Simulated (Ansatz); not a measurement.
CdTe (I-4m2): band-edge transport data

Here is the system:

```
CdTe
1.0
    0.00000     3.16918     3.34530
    3.16918     0.00000     3.34530
    3.16918     3.16918     0.00000
Cd Te
1 1
Direct
  0.00000   0.00000   0.00000
  0.25000   0.25000   0.25000
```

Level of theory: r2SCAN with spin-orbit coupling, rigid bands (plane waves, PAW; Ansatz, an electronic-structure program). Condition of this run: biaxial stress in (001) of 1 GPa (compression positive) (the target of the relaxation). How the cell was made: cell and atoms relaxed with PBEsol, then loaded as said.

The band gap is 0.98 eV, the electron conductivity mass (300 K, dilute) is 0.100 (x), 0.100 (y), 0.102 (z) mₑ and the hole conductivity mass (300 K, dilute) is 0.33 (x), 0.33 (y), 0.61 (z) mₑ. The effective density of states N_c (300 K) is 7.6e17 cm⁻³ and the effective density of states N_v (300 K) comes out as 4.8e18 cm⁻³. The density-of-states mass, electrons comes out as 0.097 mₑ. The density-of-states mass, holes comes out as 0.33 mₑ and the Seebeck coefficient, n-type 1e19 cm⁻³, 300 K is -65 μV/K. The Seebeck coefficient, p-type 1e19 cm⁻³, 300 K comes out as 204 μV/K and the best p-type power factor at 300 K for τ = 10 fs (best axis; densities from 1e16 to 1e21 cm⁻³ tried, whether or not they can be reached) is 5.1 μW/(cm·K²) at 3e20 cm⁻³.

Rigid bands; masses and Seebeck coefficients take one relaxation time τ for all states and one kind of carrier; polarons and phonon drag are left out. Geometry: cell and atoms relaxed with PBEsol.
